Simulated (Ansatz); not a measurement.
N on the 1x1 (110) surface of bcc Ta, one in a 2x2 cell, energies for each (31.2 Å²). Energies are against ½ N2(g), without zero-point or thermal terms; each row is named by its start.

Computed with PBE (plane waves to 420 eV, PAW; Ansatz, a quantum-chemistry and plane-wave program).

Which site binds most strongly?
A) hollow Ta-Ta-Ta
B) top Ta
C) bridge Ta-Ta (span 2.9 Å)
D) bridge Ta-Ta (span 3.3 Å)

D, bridge Ta-Ta (span 3.3 Å). Adsorption energies: bridge Ta-Ta (span 3.3 Å) -2.52 eV; hollow Ta-Ta-Ta -2.31 eV; bridge Ta-Ta (span 2.9 Å) -1.32 eV; top Ta 1.12 eV.
